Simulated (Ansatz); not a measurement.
Start from Mo in the bcc (W type) structure (space group Im-3m, No. 229; relaxed with 0.1 eV smearing).

```yaml
crystal:
  lattice:
    - [-1.56498, 1.56498, 1.56498]
    - [1.56498, -1.56498, 1.56498]
    - [1.56498, 1.56498, -1.56498]
  atoms:
    - { symbol: Mo, position: [0.00000, 0.00000, 0.00000] }
```

Cartesian axes are those of the cell as printed.

All numbers come from PBEsol (Ansatz, a quantum-chemistry and plane-wave program, PAW, no SOC).

Base values:

Pressure: 0.0 GPa

Perturbation: biaxial strain −2.00 %, plane normal [001], relaxed out of plane (Cartesian); in-plane vectors clamped, the third vector and the atoms free.

How does this affect the pressure and out-of-plane strain?

The pressure (mean of the normal stresses, compression positive) goes from zero to 7.6 GPa; the out-of-plane strain amounts to +1.51 %.

Whether these cells are dynamically stable was not tested. All final runs are without spin polarisation.
